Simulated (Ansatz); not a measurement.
Consider AlN in the zinc blende structure (space group F-43m, No. 216).

```yaml
crystal:
  lattice:
    - [0.00000, 2.18887, 2.18887]
    - [2.18887, 0.00000, 2.18887]
    - [2.18887, 2.18887, 0.00000]
  atoms:
    - { symbol: Al, position: [0.00000, 0.00000, 0.00000] }
    - { symbol: N, position: [0.25000, 0.25000, 0.25000] }
```

Method: DFT with PBEsol, PAW potentials and a 420 eV plane-wave cutoff in Ansatz (a program for electronic structure), no SOC.

For the base:

- Volume per atom: 10.49 Å³
- Smallest direct gap: 4.06 eV
- Valley order: X along ⟨100⟩ 3.19 eV; Γ 4.06 eV

One thing is altered: a hydrostatic pressure of 0.9 GPa.

What happens to the volume per atom, smallest direct gap and valley order?

The volume per atom drops by 0.05 Å³ to 10.44 Å³; the smallest direct gap increases by 0.04 eV (4.06 eV → 4.10 eV); the valley order (the lowest conduction-band minima on the path, energy above the VBM, named in the base's zone) becomes X along ⟨100⟩ 3.19 eV; Γ 4.10 eV (base: X along ⟨100⟩ 3.19 eV; Γ 4.06 eV).

Load acts through the strain it causes; cell and atoms are relaxed under it. Stability against distortions was not tested. This is not the structure that AlN has at room temperature and ambient pressure.
